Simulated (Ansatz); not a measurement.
Functionals compared on the (221) surface of fcc Ir in its 1x1 cell, outermost plane spacing 0.65 Å in the ideal cut, in Ansatz (plane waves, PAW). The structure was relaxed with PBE; the other rows are single points on it, each with its references at the same level. Cutoff 420 eV (500 eV for r2SCAN).

Slab: 17 atoms, 10.3 Å thick at the start (thin: gaps and levels are the slab's own); k 14x5x1, smearing 0.1 eV, dipole-corrected; all atoms relaxed; held to the start's symmetry, so lower structures may exist; no spin, no spin-orbit, no U. These notes are the PBE run's.

```tsv
functional	surface energy (J/m²)	work function of the top face (eV)	rough cost of the single point
PBE	2.62	5.19	–
LDA	3.24	5.55	about 6 core-minutes (a rough figure)
PBEsol	3.07	5.31	around 6 core-minutes (rough)
RPBE	2.37	5.03	around 7 core-minutes (rough)
r2SCAN	[?]	[?]	roughly 11 core-minutes
```

**Question.** What belongs in the gaps?

**Answer.** 
- r2SCAN, surface energy (J/m²): 2.88
- r2SCAN, work function of the top face (eV): 5.20

Ansatz is a program for electronic structure.
